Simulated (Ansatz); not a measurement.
Start from WSe$_{2}$ (space group P6_3/mmc, No. 194; a = 3.279 Å, c = 12.786 Å; layered, stacked along the Cartesian z axis).

Method: Kohn–Sham DFT with the PBE-D3(BJ) functional, run in Ansatz (a quantum-chemistry and plane-wave program) with PAW and 420 eV plane waves, no SOC.

Base values:

The band gap is 0.87 eV.

Now apply this change: an isotropic linear strain of −0.60 %; the atoms relax in the strained cell.

Question: What happens to the band gap?

Answer: The band gap drops by 0.035 eV, from 0.87 eV to 0.84 eV.

With W present, leaving out spin-orbit coupling can change the band edges. No phonon test of stability was made.
